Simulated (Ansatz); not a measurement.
NiSi (Pmmn, No. 59, 4 atoms in the cell; start mp-999192; a measured phase of this formula has another space group)

These are r²SCAN-D4 (PAW; Ansatz, a first-principles code) values and carry that method's errors.

Settings: plane-wave cutoff 500 eV, 14×12×8 k mesh (along the axes of the cell as run), Fermi–Dirac smearing 0.05 eV, no spin polarisation, scalar-relativistic PAW data made under PBE.

Cell (relaxed at this level):

```
NiSi
1.0
    2.93736     0.00000     0.00000
    0.00000     3.27003     0.00000
    0.00000     0.00000     4.65840
Si Ni
2 2
Direct
  0.00000   0.00000   0.15627
  0.50000   0.50000   0.84373
  0.00000   0.00000   0.65652
  0.50000   0.50000   0.34348
```

```yaml
band_gap: zero (no gap)
```

Note: the relaxation could not lower the start's symmetry, so the cell can be a saddle point above a distorted one.

The result took around 3 core-minutes (rough).

A start named mp-… is a Materials Project structure, which need not be a measured phase.
